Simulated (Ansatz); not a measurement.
## HfSi (model structure, from the rocksalt type, Fm-3m, No. 225): properties by level of theory

```tsv
level (code)	lattice constant a (Å)	formation enthalpy (eV/atom)
PBE (Ansatz)	5.355	-0.561
PBEsol (Ansatz)	5.296	-0.603
PBE-D3(BJ) (Ansatz)	5.300	-0.607
r²SCAN (Ansatz)	5.345	-0.605
```

Ansatz's density-functional and Hartree–Fock values are scalar-relativistic unless marked +SOC, with PAW data made under PBE.

Static lattice: no zero-point or thermal effects.

A model structure was made by putting elements into a prototype or built by hand; it is no filed structure, need not be a known phase, and can be a saddle point held by its symmetry.

Ansatz is a program for electronic structure.
